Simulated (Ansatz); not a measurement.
Se under a change: Se → Te

Take Se (space group P3_121, No. 152; a = 4.535 Å, c = 5.041 Å; made of chains) as the base.

The change: every Se is replaced by Te; the structure is relaxed again.

Calculations: PBE (Ansatz, a first-principles code, PAW, spin-orbit coupling left out). k-mesh 9×9×6 (Γ-centred); smearing 0.05 eV (Fermi–Dirac), for the changed cell.

The density goes up by 1.65 g/cm³ (4.38 g/cm³ → 6.03 g/cm³) and the lattice parameter a drops by 0.015 Å to 4.520 Å. The c/a ratio rises by 0.206 (1.112 → 1.318) and the space group remains P3_121 (No. 152). The shortest interatomic distance increases by 0.489 Å (2.400 Å → 2.889 Å) and the band gap shrinks by 0.81 eV to 0.23 eV. The gap character goes from indirect, L → H to indirect, L–H (80 % along) → H and the smallest direct gap drops by 1.001 eV (1.24 eV → 0.23 eV). The electron mass changes from 0.16 mₑ along c, 0.37 mₑ across (at H) to 0.065 mₑ along c, 0.046 mₑ across (at H).

Cost of the whole job for the changed cell (relaxation, final SCF and bands): very roughly 2.0 core-minutes.

Spin-orbit coupling, missing from the scalar runs, can matter with Te. Masses are band curvatures over ±0.01 Å⁻¹ around the edge. Whether these cells are dynamically stable was not tested. No dispersion term is included, though the crystal is made of layers, chains or molecules, so its spacings can come out too wide. The zero or small gap of Te can change with the level of theory.
